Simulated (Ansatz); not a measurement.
Gap of wurtzite MgSe, (0001) cell (MgSe held in this type, which need not be the stable form), on one geometry relaxed at PBE.

Methods: r2SCAN (plane waves to 500 eV, PAW; Ansatz, a first-principles code); HSE06 (plane waves to 420 eV, PAW; Ansatz). Geometries and values that name no level are of the first. No spin–orbit coupling. Its k-point mesh 9×9×5, Fermi–Dirac width 0.01 eV. HSE06 ran on meshes of its own (6×6×3); its edges and gaps are taken over the mesh and over extra points off it, mostly where PBE has its edges.

| level | gap (eV) |
|---|---|
| r2SCAN | [?] |
| HSE06 | 3.52 |

Problem. Complete the blanks.

Solution. 
- r2SCAN, gap (eV): 3.24
